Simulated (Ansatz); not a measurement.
The starting structures come from a database of crystals and need not be the phases stable at ambient conditions.

Evanescent states of In2O3 (R-3c, corundum, not sure to be the ambient phase, 10 atoms a cell, 12.8 Å³ an atom) along the normal of (101)

Method: r2SCAN (plane waves, PAW; Ansatz, a program for electronic structure).

The gap is the functional's own. No spin-orbit coupling. Mid-gap values are interpolated on the energy grid.

Energies count from the valence-band top; κ is the least over a 6×6 mesh across the current.

| E (eV) | κ (1/Å) | where |
|---|---|---|
| 0.05 | 0.090 | off Γ |
| 0.15 | 0.146 | off Γ |
| 0.25 | 0.181 | off Γ |
| 0.35 | 0.181 | Γ |
| 0.45 | 0.179 | Γ |
| 0.55 | 0.178 | Γ |
| 0.65 | 0.176 | Γ |
| 0.75 | 0.173 | Γ |
| 0.85 | 0.169 | Γ |
| 0.95 | 0.164 | Γ |
| 1.05 | 0.158 | Γ |
| 1.15 | 0.151 | Γ |
| 1.25 | 0.141 | Γ |
| 1.35 | 0.130 | Γ |
| 1.45 | 0.116 | Γ |
| 1.55 | 0.098 | Γ |
| 1.65 | 0.073 | Γ |
| 1.75 | 0.028 | Γ |

Problem. How thick must the barrier be to attenuate the transmission by 10^6 when the electrodes' Fermi level lies at 0.45 eV, and what attenuation does that film give at 1.25 eV?

Solution. d = 6 ln 10 / (2 × 0.179) = 38.6 Å. At 1.25 eV it gives 6 × 0.141/0.179 = 4.7 decades.
